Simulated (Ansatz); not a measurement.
Defect: interstitial Cu in silicon strained by -1.5 % along x and y, z held, charge state +1. These are PBE, PAW (plane waves to 420 eV; Ansatz, an electronic-structure program) values and carry that method's errors.

Settings: 64 host sites, the strained lattice (strain from the relaxed PBE one, atoms relaxed), a 2×2×2 k-point mesh shifted by half a step, smearing 0.01 eV, spin-restricted, no image-charge correction. Energies are static. The charge state is imposed; whether it is stable for some Fermi level was not computed. Sites that were not tried may lie lower.

The step: one Cu atom jumps by itself; the atom moves 2.34 Å along (0.25, -0.25, -0.25) of the unit cell; the moving atom starts with neighbours 4 Si at 2.42, 4 Si at 2.71, Si at 2.75, Si at 2.76 Å and ends with 4 Si at 2.42, 4 Si at 2.71, Si at 2.75, Si at 2.76 Å. On the band's own sampling the forward barrier is 0.17 eV. Harmonic modes of the moving Cu atom alone, all others held, come from finite differences of 0.015 Å. The saddle point's order was not checked, and it lies on a symmetry element of the cell, where a band can be held.

Question: Give the atom's modes at both geometries.

Answer: start 3.3, 3.4, 3.5 THz; saddle point 0.6i, 6.1 and 6.3 THz.

Question: What attempt frequency and zero-point change of the barrier follow from these modes alone, and what classical rate at 700 K?

Answer: ν = (3.3 × 3.4 × 3.5) / (6.1 × 6.3) ≈ 1.0 THz. The zero-point energy changes the barrier by h/2 × (12.4 − 10.2) THz = 0.004 eV. The classical rate is ν exp(−0.17/0.0603) ≈ 6e10 s⁻¹. One atom's modes give a rough prefactor, not that of the whole cell.
